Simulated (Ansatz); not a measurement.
Functionals compared on a constructed model of the (000-1) surface of 4H silicon carbide, C-terminated, (√3x√3)R30° Sb adatom at T4 (bottom of the slab: 3 H on 3 bottom sites), in Ansatz (plane waves, PAW). The structure was relaxed with PBE; the other rows are single points on it. Cutoff 420 eV (500 eV for r2SCAN). HSE06 used the coarser mesh 4x4x1.

Model: 28-atom slab, 11.7 Å thick at the start with caps and adatoms (thin: gaps and levels are the slab's own), 6x6x1 mesh, Fermi-Dirac 0.025 eV, dipole correction, 6 atoms held, the rest relaxed; symmetry of the start imposed; no spin, no spin-orbit, no U. In PBE it is, or lies within 0.01 eV a 1x1 cell of, the lowest of the 2 structures of its composition computed so far; subsurface sites and larger cells were not tried. These notes are the PBE run's.

```json
[
 {"functional": "PBE", "gap of the slab on its k-mesh (eV)": "2.20", "highest filled level below the top vacuum level (eV)": "4.32", "rough cost of the single point": "–"},
 {"functional": "r2SCAN", "gap of the slab on its k-mesh (eV)": "?", "highest filled level below the top vacuum level (eV)": "?", "rough cost of the single point": "around 70 core-seconds (rough)"}
]
```

### Question
Fill in the missing entries.

### Answer

- r2SCAN, gap of the slab on its k-mesh (eV): 2.56
- r2SCAN, highest filled level below the top vacuum level (eV): 4.54

Ansatz is an electronic-structure program.
